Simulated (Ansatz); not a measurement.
Base system: Zr in the hcp (Mg type) structure (space group P6_3/mmc, No. 194; a = 3.144 Å, c = 5.093 Å; relaxed with 0.1 eV smearing). Axes: x lies along a and z along c of the hexagonal cell.

All numbers come from LDA/PAW in Ansatz (a first-principles code), spin-orbit coupling left out.

Base values:

- Pressure = 0.0 GPa
- Band gap = zero

Modification: uniaxial strain ε_xx = +2.50 %, all other strain components held at zero, atoms relaxed at fixed cell.

### Question
What does the calculation give for the energy relative to the base, largest internal atomic displacement, pressure and band gap after the change?

### Answer
The energy grows by 5.5 meV/atom; the largest internal atomic displacement is 0.036 Å; the pressure (mean of the normal stresses, compression positive) goes from zero to -2.4 GPa; the band gap remains zero.

Whether these cells are dynamically stable was not tested. All final runs are without spin polarisation.
